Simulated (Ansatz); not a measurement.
# What biaxial strain +0.68 %, plane normal [001], relaxed out of plane does to Li

Base system: Li in the bcc (W type) structure (space group Im-3m, No. 229; a = 3.477 Å). Axes: x, y, z lie along the cube axes.

Perturbation: biaxial strain +0.68 %, plane normal [001], relaxed out of plane (Cartesian); in-plane vectors clamped, the third vector and the atoms free.

Calculations: plane-wave PAW DFT at the r2SCAN level (Ansatz, a quantum-chemistry and plane-wave program, 500 eV), spin-orbit coupling left out. Settings: 19×19×19 k-points, 0.05 eV Fermi–Dirac smearing.

The volume per atom is nearly the same (21.03 Å³ against 21.04 Å³) and the space group becomes I4/mmm (No. 139) (base: Im-3m (No. 229)). The energy stays essentially unchanged and the pressure (mean of the normal stresses, compression positive) is still 0.0 GPa. The band gap stays zero and the out-of-plane strain amounts to -1.29 % (rough). The mean in-plane stress (compression positive) amounts to 0.0 GPa (rough).

Cost of the whole job for the changed cell (relaxation, final SCF and bands): about 40 core-seconds (a rough figure).

Without a gap, meshes like the base's 19×19×19 leave anisotropic stresses uncertain by several tenths of a GPa, and small strain energies with them. No phonon test of stability was made.
